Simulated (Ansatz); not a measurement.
The starting structures come from a database of crystals and need not be the phases stable at ambient conditions.

 Where the default PAW files enter, the runs use the earlier of Ansatz's two default sets.

By PBEsol, the system below comes out a metal.

A figure of merit of an interconnect metal is its ballistic conductance per area.

Input:

```yaml
crystal:
  lattice:
    - [2.79483, 0.00000, 0.00000]
    - [0.00000, 5.14898, 0.00000]
    - [1.39742, -2.57449, 2.57449]
  atoms:
    - { symbol: Ge, position: [0.25000, 0.50000, 0.00000] }
    - { symbol: Ge, position: [0.50000, 0.00000, 0.00000] }
```

Space group of this cell: I4_1/amd. The cell is taken as given; by PBEsol its mean pressure is -0.8 GPa.

The current flows along the normal of the first two printed cell vectors, the (100) plane of the conventional cell. No spin-orbit coupling; the value is a mean over 0.1 eV about the Fermi level.

### Question
Predict the ballistic conductance per area from PBEsol (Ansatz, a first-principles code).

### Answer
1.1 × 10¹⁵ S/m² for both spins.
